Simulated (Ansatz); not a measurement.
# Converging the k-point mesh at a smearing width of 0.02 eV: HfC (I4mm, 2 atoms in the cell)

```
CELL_PARAMETERS angstrom
      0.00000     2.33160     2.33160
      2.33160     0.00000     2.33160
      2.33160     2.33160     0.00000
ATOMIC_POSITIONS crystal
  Hf 0.01072 0.01072 0.98928
  C  0.50000 0.50000 0.50000
```

Level of theory: LDA (PW92), default PAW files made with PBE (plane waves; Ansatz, a quantum-chemistry and plane-wave program).

Base settings: basis.ecutwfc = 420 eV; kpoints.mp_grid.grid = 12 12 12; hamiltonian.xc = lda; hamiltonian.pseudopotentials = {kind: paw} (the program's default PAW files); scf.occupations.method = fermi_dirac; scf.occupations.width = 0.1 eV.

In this ladder: scf.occupations.width = 0.02 eV.

Only quantities that move along the ladder and can be compared are tabulated.

The count of work is k-points × plane waves × bands × iterations; it is no time. 

The starting cell has typed, rounded lattice constants, without a prior relaxation at this level. Its lattice was rescaled by up to half a per cent. One atom was moved a little off its site on purpose. In the base run, with a pressure of about -13 GPa the cell is away from its equilibrium volume at this level. Ansatz's pressure includes its estimate of the finite-basis (Pulay) stress.

Steps (kpoints.mp_grid.grid): 4 4 4; 5 5 5; 6 6 6; 8 8 8; 9 9 9; 11 11 11; 13 13 13; 16 16 16; 24 24 24; 29 29 29.

Q: What is the coarsest kpoints.mp_grid.grid that holds the forces within 0.01 eV/Å?

A: Not settled: the last two steps still differ by 0.011 eV/Å, over half the tolerance, so the ladder does not show it.

Q: What is the coarsest kpoints.mp_grid.grid that holds the pressure within 0.2 GPa of the last step, with all finer ones?

A: 6 6 6, at 0.017 of the last step's count of work; the step before is off by 0.44 GPa.

Q: What is the coarsest kpoints.mp_grid.grid that holds the free energy within 5 meV/atom of the last step, with all finer ones?

A: 8 8 8, at 0.033 of the last step's count of work; the step before is off by 6.1 meV/atom.

| kpoints.mp_grid.grid | free energy less the last step's (meV/atom) | pressure (GPa) | largest difference of a force vector from the last step's (eV/Å) | count of work / last |
|---|---|---|---|---|
| 4 4 4 | 32.64 | -14.60 | 0.077 | 0.0072 |
| 5 5 5 | 21.86 | -13.02 | 0.230 | 0.010 |
| 6 6 6 | 6.11 | -13.51 | 0.044 | 0.017 |
| 8 8 8 | 2.76 | -13.48 | 0.015 | 0.033 |
| 9 9 9 | 2.29 | -13.44 | 0.020 | 0.042 |
| 11 11 11 | 0.85 | -13.40 | 0.016 | 0.070 |
| 13 13 13 | 0.00 | -13.47 | 0.013 | 0.11 |
| 16 16 16 | 0.55 | -13.45 | 0.018 | 0.19 |
| 24 24 24 | 0.07 | -13.47 | 0.011 | 0.59 |
| 29 29 29 | 0.00 | -13.46 | 0.000 | 1.0 |

Keys are those of Ansatz 0.2.
